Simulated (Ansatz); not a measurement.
Functionals compared on H2O on the 1x1 (100) surface of fcc Cu, one in a 2x2 cell, started at the site 'top Cu', in Ansatz (plane waves, PAW). The structure was relaxed with PBE; the other rows are single points on it, each with its references at the same level. Cutoff 420 eV (500 eV for r2SCAN).

Set-up: 19 atoms, 5.3 Å thick at the start under the adsorbate (thin: gaps and levels are the slab's own); mesh 6x6x1; 0.1 eV smearing; dipole correction on; 8 atoms held, the rest relaxed; symmetry of the start imposed; no spin, no spin-orbit, no U, no dispersion correction. At the end it is bonded to Cu. In PBE it is, or lies within 0.03 eV of, the lowest of the starts that converged. These notes are the PBE run's. Adsorption energies are against H2O(g). A negative adsorption energy means that the adsorbate is more stable on the surface than in its reference.

```tsv
functional	adsorption energy (eV)	work function of the top face (eV)	change of the work function (eV)	rough cost of the single point
PBE	-0.20	3.96	-0.59	–
RPBE	?	?	?	around 4 core-minutes (rough)
r2SCAN	-0.33	3.89	-0.65	very roughly 7 core-minutes
```

### Question
Complete the blanks.

### Answer

- RPBE, adsorption energy (eV): -0.02
- RPBE, work function of the top face (eV): 3.82
- RPBE, change of the work function (eV): -0.55

Ansatz is an electronic-structure program.
